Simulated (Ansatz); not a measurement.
Ru under a change: uniaxial strain ε_xx = −2.00 %

The parent structure is Ru in the hcp (Mg type) structure (space group P6_3/mmc, No. 194; a = 2.676 Å, c = 4.224 Å; relaxed with 0.1 eV smearing). Axes: x lies along a and z along c of the hexagonal cell.

It is then changed as follows: uniaxial strain ε_xx = −2.00 %, all other strain components held at zero, atoms relaxed at fixed cell.

The values are results of LDA, PAW, 420 eV (Ansatz, an electronic-structure program; no spin-orbit coupling), not measurements. Γ-centred 25×25×14 mesh, Fermi–Dirac width 0.1 eV.

The space group goes from P6_3/mmc (No. 194) to Cmcm (No. 63) and the shortest interatomic distance drops by 0.0111 Å, from 2.617 Å to 2.605 Å. The energy goes up by 11 meV/atom and the pressure (mean of the normal stresses, compression positive) goes from zero to 7.7 GPa. The band gap stays zero and the stress (xx, yy, zz, yz, xz, xy; compression positive) comes out as (14.4, 4.6, 4.3, 0.0, 0.0, 0.0) GPa.

No phonon test of stability was made. All final runs are without spin polarisation.
